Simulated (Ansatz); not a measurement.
Levels about the gap of amorphous Ga24O37Mg (62 atoms in a cell of 769 Å³, 4.94 g/cm³; zone centre alone, so wide bands show as single levels with stretches between that a denser mesh fills), at the geometry that PBE relaxed, where it gives 0.5 GPa on a denser mesh. The participation number counts the atoms over which a state spreads; weights are charges in smoothed Voronoi cells. The levels come from a single point, so bond lengths are those of that geometry. Method of the levels: PBE, scalar-relativistic without spin-orbit coupling (Ansatz, an electronic-structure program). Sampling: the zone centre alone; Fermi-Dirac width 0.02 eV; no spin polarisation. At PBE the levels at the filled edge of the gap are localised (band-tail or defect states), and the nearest spread-out levels lie 1.9 eV apart at the zone centre.

The cell was made by melting and quenching with the CHGNet potential and then relaxed with DFT. O atoms were pushed apart under 1.9 Å during the dynamics, to hinder bonds among them. The hot cell started wider than the set density and was brought back towards it in steps. It is the lowest in DFT energy of 2 quenches. It is a model cell: composition and starting density were chosen by hand, and all elements were melted together. No dispersion term was used. Its density started from a set value of 4.94 and ended at 4.94 g/cm³. The quench (nominally 280 K/ps over its main leg) was far faster than any real one, so the model tends to hold more defects than a real film. One small periodic cell is one sample of the glass; other quenches scatter about these values. The volume was held where the preparation left it and the shape relaxed, at a PBE pressure of 0.5 GPa. Stress components on the final sampling reach 0.6 GPa.

```
E - E(highest filled), eV  filling  participation number        largest on  weight O  weight Ga  weight Mg
-------------------------  -------  --------------------  ----------------  --------  ---------  ---------
-0.91                       filled                  16.1   O, 3 neighbours      0.94       0.06       0.00
-0.88                       filled                  15.3   O, 2 neighbours      0.93       0.07       0.00
-0.83                       filled                   7.5   O, 3 neighbours      0.94       0.05       0.00
-0.81                       filled                   8.0   O, 3 neighbours      0.93       0.07       0.00
-0.74                       filled                  13.2   O, 3 neighbours      0.94       0.06       0.00
-0.57                       filled                   5.5   O, 3 neighbours      0.96       0.04       0.00
0.00                        filled                   2.6   O, 2 neighbours      0.96       0.04       0.00
1.17                         empty                  58.4  Ga, 4 neighbours      0.53       0.45       0.02
3.60                         empty                  30.2  Ga, 4 neighbours      0.56       0.44       0.00
3.80                         empty                  34.4  Ga, 4 neighbours      0.55       0.44       0.01
3.96                         empty                  26.1  Ga, 4 neighbours      0.56       0.44       0.00
4.06                         empty                  30.1  Ga, 5 neighbours      0.57       0.42       0.01
4.20                         empty                  37.0  Ga, 5 neighbours      0.57       0.42       0.01
4.32                         empty                  38.7  Ga, 4 neighbours      0.56       0.43       0.01
```

Most localised among these is the filled level at +0.00 eV, on a O atom, which has 2 neighbours (Ga 1.81 Å, Ga 1.83 Å).
